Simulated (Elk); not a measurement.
Input and output of a self-consistent single point for YbCuBi (P6_3mc, 6 atoms in the cell) (Elk).

Method: Elk with LDA (PW92), all-electron FP-LAPW, Elk's shipped species files, LAPW+lo basis.

```xyz
6
Lattice="4.6359 0.0000 0.0000 -2.3179 4.0148 0.0000 0.0000 0.0000 7.6028" Properties=species:S:1:pos:R:3 pbc="T T T"
Yb     0.0000     0.0000     3.7061
Yb     0.0000     0.0000     7.5075
Cu     0.0000     2.6765     2.4277
Cu     2.3179     1.3383     6.2291
Bi     2.3179     1.3383     1.6606
Bi     0.0000     2.6765     5.4620
```

Reference input (self-consistent single point, DFT, PBEsol, all-electron FP-LAPW, Elk's shipped species files, LAPW+lo basis): xctype = 22; rgkmax = 8; stype = 0; swidth = 0.00499791 Ha; ngridk = 6 6 3; gmaxvr = 14 1/bohr; nxoapwlo = 1. This run's input differs from it in these lines:

```diff
@@ -4,3 +4,3 @@
 xctype
-  22
+  3
```

Output (repeated stretches shortened):

```
│ Self-consistent loop started │
│ Loop number : 1 │
 total energy                :     -74236.7421710
│ Loop number : 2 │
 total energy                :     -74363.0949443
RMS change in Kohn-Sham potential (target) :    1.091879208     (  0.1000000000E-05)
Absolute change in total energy (target)   :    126.3527733     (  0.1000000000E-03)
│ Loop number : 3 │
 total energy                :     -74465.3848578
RMS change in Kohn-Sham potential (target) :   0.7331392096     (  0.1000000000E-05)
Absolute change in total energy (target)   :    133.8781069     (  0.1000000000E-03)
│ Loop number : 4 │
   [... lines left out ...]
Absolute change in total energy (target)   :   0.6894021062E-03 (  0.1000000000E-03)
│ Loop number : 23 │
 total energy                :     -74579.7328293
RMS change in Kohn-Sham potential (target) :   0.6737034169E-07 (  0.1000000000E-05)
Absolute change in total energy (target)   :   0.2297014289E-03 (  0.1000000000E-03)
│ Loop number : 24 │
 total energy                :     -74579.7328628
RMS change in Kohn-Sham potential (target) :   0.1141420722E-06 (  0.1000000000E-05)
Absolute change in total energy (target)   :   0.9088241495E-04 (  0.1000000000E-03)
Convergence targets achieved

│ Loop number : 25 │

Energies :
 Fermi                       :     0.255505658638
 total energy                :     -74579.7328607

Density of states at Fermi energy :    63.88373435
 (states/Hartree/unit cell)

Estimated indirect band gap :   0.3698654779E-02
 from k-point      2 to k-point     15
Estimated direct band gap   :   0.1060863343E-01
 at k-point      3

Charges :
 core                        :    252.0000000
 valence                     :    112.0000000
 interstitial                :    7.922997551
 muffin-tins (core leakage)
  species :    1 (Yb)
   atom    1                 :    68.37943229     (  0.1142564351E-05)
   atom    2                 :    68.37943229     (  0.1142564351E-05)
  species :    2 (Cu)
   atom    1                 :    28.16809317     (  0.1666935998E-03)
   atom    2                 :    28.16809317     (  0.1666935998E-03)
  species :    3 (Bi)
   atom    1                 :    81.49097576     (  0.6958833577E-03)
   atom    2                 :    81.49097576     (  0.6958833577E-03)
 total in muffin-tins        :    356.0770024
 total calculated charge     :    363.9760605
 total charge                :    364.0000000
 error                       :   0.2393953103E-01

│ Self-consistent loop stopped │
```

The run converged in 25 iterations. The count includes the last loop, which Elk runs after its targets are met. 

The starting cell comes from a database of computed structures (which also holds hypothetical and non-ambient phases and stackings), without a prior relaxation at this level. Spin-orbit coupling is off. Spin polarisation is off. Values depend on the basis (sphere radii, cutoffs, local orbitals), which need not be converged. The log's line on a gap gives a spacing of levels on this mesh, which the program prints for metals too.

Cost on one core of a shared machine: roughly 2 min.
